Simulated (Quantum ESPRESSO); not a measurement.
Worked example: self-consistent single point of TiTe (P6_3/mmc, 4 atoms in the cell) in Quantum ESPRESSO.

Method of the run: PBEsol, SSSP 1.1.2 efficiency (PBE) pseudopotentials (plane waves; Quantum ESPRESSO).

```
CELL_PARAMETERS angstrom
      3.62759     0.00000     0.00000
     -1.81380     3.14159     0.00000
      0.00000     0.00000     7.21589
ATOMIC_POSITIONS crystal
  Ti 0.00000 0.00000 0.50000
  Ti 0.00000 0.00000 0.00000
  Te 0.66667 0.33333 0.25000
  Te 0.33333 0.66667 0.75000
```

Reference input (self-consistent single point, DFT, PBEsol, plane waves, SSSP 1.1.2 efficiency (PBE) pseudopotentials): ecutwfc = 50 Ry; ecutrho = 400 Ry; occupations = smearing; smearing = cold; degauss = 0.019992 Ry; input_dft = pbesol; potentials = {Ti: ti_pbe_v1.4.uspp.F.UPF, Te: Te_pbe_v1.uspp.F.UPF}; K_POINTS = automatic 11 11 5 0 0 0; conv_thr = 1e-10 Ry. This run's input differs from it in these lines:

```diff
@@ -14,4 +14,4 @@
  ntyp = 2
- ecutwfc = 50
- ecutrho = 400
+ ecutwfc = 100
+ ecutrho = 800
  occupations = 'smearing'
```

Output, abridged:

```
     Self-consistent Calculation

     iteration #  1     ecut=   100.00 Ry     beta= 0.70

     Threshold (ethr) on eigenvalues was too large:
     Diagonalizing with lowered threshold

     negative rho (up, down):  2.714E-03 0.000E+00

     total energy              =    -290.89735822 Ry
     estimated scf accuracy    <       0.38366709 Ry

     iteration #  2     ecut=   100.00 Ry     beta= 0.70

     negative rho (up, down):  1.668E-03 0.000E+00

     total energy              =    -290.75497024 Ry
     estimated scf accuracy    <       1.63086506 Ry

     iteration #  3     ecut=   100.00 Ry     beta= 0.70

     negative rho (up, down):  1.487E-03 0.000E+00

     total energy              =    -291.07653520 Ry
     estimated scf accuracy    <       0.03303544 Ry

   [... 7 blocks of this kind left out ...]

     iteration # 11     ecut=   100.00 Ry     beta= 0.70

     negative rho (up, down):  1.404E-03 0.000E+00

     total energy              =    -291.08044927 Ry
     estimated scf accuracy    <          1.5E-09 Ry

     iteration # 12     ecut=   100.00 Ry     beta= 0.70

     negative rho (up, down):  1.404E-03 0.000E+00
     End of self-consistent calculation

     the Fermi energy is    12.0445 ev

!    total energy              =    -291.08044927 Ry
     estimated scf accuracy    <          1.1E-11 Ry
     smearing contrib. (-TS)   =       0.00088373 Ry
     internal energy E=F+TS    =    -291.08133300 Ry

     convergence has been achieved in  12 iterations

     negative rho (up, down):  1.404E-03 0.000E+00

     Forces acting on atoms (cartesian axes, Ry/au):

     atom    1 type  1   force =     0.00000000    0.00000000    0.00000000
   [... zero for the other atoms too ...]

     Total force =     0.000000     Total SCF correction =     0.000000

     negative rho (up, down):  1.404E-03 0.000E+00
          total   stress  (Ry/bohr**3)                   (kbar)     P=       -1.51
  -0.00001445  -0.00000000   0.00000000           -2.13       -0.00        0.00
  -0.00000000  -0.00001445  -0.00000000           -0.00       -2.13       -0.00
   0.00000000  -0.00000000  -0.00000189            0.00       -0.00       -0.28

   JOB DONE.
```

The run converged in 12 iterations. Against the reference run the free energy goes down by 3.5 meV/atom and the pressure stays at -0.15 GPa.

The starting cell comes from a database of computed structures (which also holds hypothetical and non-ambient phases and stackings), without a prior relaxation at this level. Its lattice was rescaled by a random factor within 2.5 % of one. Spin polarisation is off, so a magnetic state, if there is one, cannot be reached.

Cost on one core of a shared machine: roughly 8 min.
